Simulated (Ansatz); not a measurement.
Input and output of a self-consistent single point for LiCo5SbO8 (P1, 15 atoms in the cell) (Ansatz, a program for electronic structure).

Method of the run: PBEsol+U, default PAW files made with PBE (plane waves; Ansatz).

The change in words: lattice scaled by 1.015. Reference geometry:
```
CELL_PARAMETERS angstrom
      5.16125    -2.97926     0.00000
      5.16125     2.97926     0.00000
     -3.45003     0.00000     5.30557
ATOMIC_POSITIONS crystal
  Li 0.99448 0.98185 0.48185
  Co 0.16265 0.15628 0.96568
  Co 0.84683 0.84428 0.04092
  Co 0.01273 0.49344 0.49867
  Co 0.48787 0.01419 0.50724
  Co 0.51066 0.49704 0.49902
  Sb 0.50713 0.49767 0.99131
  O  0.74499 0.26257 0.78431
  O  0.27025 0.72768 0.23084
  O  0.71632 0.26816 0.22920
  O  0.26149 0.75212 0.77807
  O  0.26060 0.26902 0.76184
  O  0.73692 0.73127 0.23179
  O  0.26991 0.27592 0.32096
  O  0.71720 0.72850 0.67829
```
Moments meant for the start (each program seeds them in its own way; μB, in the order of the atoms Li Co Co Co Co Co Sb O O O O O O O O): 0.0 3.0 3.0 3.0 3.0 3.0 0.0 0.0 0.0 0.0 0.0 0.0 0.0 0.0 0.0.

Reference input (self-consistent single point, DFT, PBEsol+U, plane waves, default PAW files made with PBE): basis.ecutwfc = 420 eV; kpoints.mp_grid.grid = 3 3 3; hamiltonian.xc = pbesol; hamiltonian.pseudopotentials = {kind: paw} (the program's default PAW files); hamiltonian.hubbard.sites = [{species: Co, l: d, u_eff: 3.32}] eV; magnetization.spin_polarized = true; scf.occupations.method = gaussian; scf.occupations.width = 0.02 eV. This run's input differs from it in these lines:

```diff
@@ -3,5 +3,5 @@
   lattice:
-    - [5.161245, -2.979265, 0.000000]
-    - [5.161245, 2.979265, 0.000000]
-    - [-3.450034, 0.000000, 5.305570]
+    - [5.238664, -3.023954, 0.000000]
+    - [5.238664, 3.023954, 0.000000]
+    - [-3.501785, 0.000000, 5.385154]
   atoms:
```

Output (repeated stretches shortened):

```
SCF iter   1: F=—  HF=-36571.386422 eV  |F-HF|=—  |Δ(HF+E_count)|=         —  Δρ=4.16e-1 (↑1.11e-1 ↓4.16e-1)  dr2=3.84e2  dr2_m=4.75e1  M=4.245 μB ∫|m|=4.320 μB  β_m=0.30  ethr=3.10e-3  ⟨swp⟩=6.0  Hψ=9939  notcnv=0  defer=8
all-band conjugate gradients solve this SCF's bands
preconditioner: auto → Kerker (q_TF=auto, 2.673 Å⁻¹)
spin=Collinear: Kerker preconditioning applied to the charge; magnetization (m = ρ↑ − ρ↓) channel mixes plain (no charge-response kernel on spin).
   [... lines left out ...]
SCF iter  34: F=—  HF=-36550.663475 eV  |F-HF|=—  |Δ(HF+E_count)|=   2.80e-7  Δρ=7.50e-6 (↑4.39e-6 ↓7.50e-6)  dr2=7.78e-8  dr2_m=1.50e-8  M=15.000 μB ∫|m|=15.063 μB  β_m=0.99  ethr=6.62e-11  ⟨swp⟩=11.5  Hψ=12412  notcnv=0
SCF iter  35: F=-36550.663476 eV  HF=-36550.663476 eV  |F-HF|=3.76e-8  |Δ(HF+E_count)|=   4.17e-7  Δρ=6.23e-6 (↑4.27e-6 ↓6.23e-6)  dr2=8.98e-8  dr2_m=9.36e-9  M=15.000 μB ∫|m|=15.063 μB  ethr=5.15e-11  ⟨swp⟩=4.1  Hψ=8152  notcnv=0
SCF 1 converged in 35 iterations: F = -36550.663476 eV  dr2 = 8.98e-8
WARN: an SCF from ferrimagnetic starting moments (0.00, -3.00, -3.00, 3.00, 3.00, 3.00, 0.00, 0.00, 0.00, 0.00, 0.00, 0.00, 0.00, 0.00, 0.00 Bohr magnetons, …
Magnetization: 15.0000 μB (83.0000 up, 68.0000 down)
   [... lines left out ...]
Absolute magnetization: 15.0567 μB (∫|ρ↑−ρ↓|, with the PAW one-centre terms)
Free energy (F): -36550.663476 eV
Fermi energy:    9.945534 eV
   [... lines left out ...]
--- Stress (GPa, compression-positive) ---
       -9.373594      -0.553246      -0.416136
       -0.553578      -8.674586       0.983364
       -0.416384       0.983452     -10.423228
  P = ⅓ Tr σ = -9.4905 GPa (-94.905 kbar)
  The stress holds the Pulay correction. Without it, at fixed plane waves, as pw.x and ABINIT print it: P = -10.1814 GPa
Occupation matrices written to occupation_matrices
```

The run converged in 35 iterations. 

The starting cell comes from a database of computed structures (which also holds hypothetical and non-ambient phases and stackings), without a prior relaxation at this level. Its atoms were displaced at random from the sites of space group no. 12. For this run, on top of that: lattice scaled by 1.015. The magnetic order is the one reached from the typed start; others were not searched systematically. With U or open f shells several self-consistent states can exist. The program warned that, by what it read of turns of the moments, another magnetic order lies lower. Forces in this geometry exceed 1 eV/Å. Ansatz's pressure includes its estimate of the finite-basis (Pulay) stress. Without the estimate this run gives -10.18 GPa.

These are the values that this program gave, and no reference: magnets with a U can end in a higher state.

Cost on one core of a shared machine: roughly 90 s.

Keys are those of Ansatz 0.2.
